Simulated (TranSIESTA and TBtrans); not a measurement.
# Cu chain with one H atom inserted

Junction: Cu chain with one H atom inserted. Leads: straight Cu chain, spacing 2.438 Å. Geometry: 3 atoms about the centre moved by SIESTA (PBE, DZP) to a largest force of 0.02 eV/Å, all others as built, motion along the axis alone.

TranSIESTA and TBtrans, PBE, DZP numerical orbitals (energy shift 0.15 eV), PseudoDojo norm-conserving scalar-relativistic potentials, mesh cutoff 200 Ry, 300 K, no spin polarisation, no spin-orbit coupling; self-consistent non-equilibrium Green functions.

| Property | Value |
|---|---|
| Conductance at 300 K (G0 = 2e²/h) | 0.82 |
| Thermopower (μV/K) | 35 |
| Mean T from −0.5 to 0.5 eV | 0.90 |

Energies count from the leads' Fermi level. Transmissions are for one spin of a degenerate pair. The energy step is 0.01 eV; narrower resonances are cut or missed.

| E (eV) | T | lead channels |
|---|---|---|
| -1.95 | 0.44 | 1 |
| -1.80 | 0.48 | 1 |
| -1.65 | 0.54 | 1 |
| -1.50 | 0.61 | 1 |
| -1.35 | 0.70 | 1 |
| -1.20 | 0.79 | 1 |
| -1.05 | 1.17 | 3 |
| -0.90 | 1.71 | 3 |
| -0.75 | 1.26 | 4 |
| -0.60 | 0.96 | 4 |
| -0.45 | 0.99 | 4 |
| -0.30 | 1.51 | band edge |
| -0.15 | 1.40 | band edge |
| 0.00 | 0.74 | 1 |
| 0.15 | 0.55 | 1 |
| 0.30 | 0.47 | 1 |
| 0.45 | 0.44 | 1 |
| 0.60 | 0.42 | 1 |
| 0.75 | 0.41 | 1 |
| 0.90 | 0.40 | 1 |
| 1.05 | 0.40 | 1 |
| 1.20 | 0.39 | 1 |
| 1.35 | 0.38 | 1 |
| 1.50 | 0.38 | 1 |
| 1.65 | 0.37 | 1 |
| 1.80 | 0.37 | 1 |
| 1.95 | 0.36 | 1 |

The leads' channel count changes near -0.03 eV, within the thermal window, so values at the Fermi level hang on where that band edge falls. The straight chain is held at its spacing; free chains may zigzag or dimerise. No spin-polarised start was tried, so a magnetic state, if there is one, is missed.
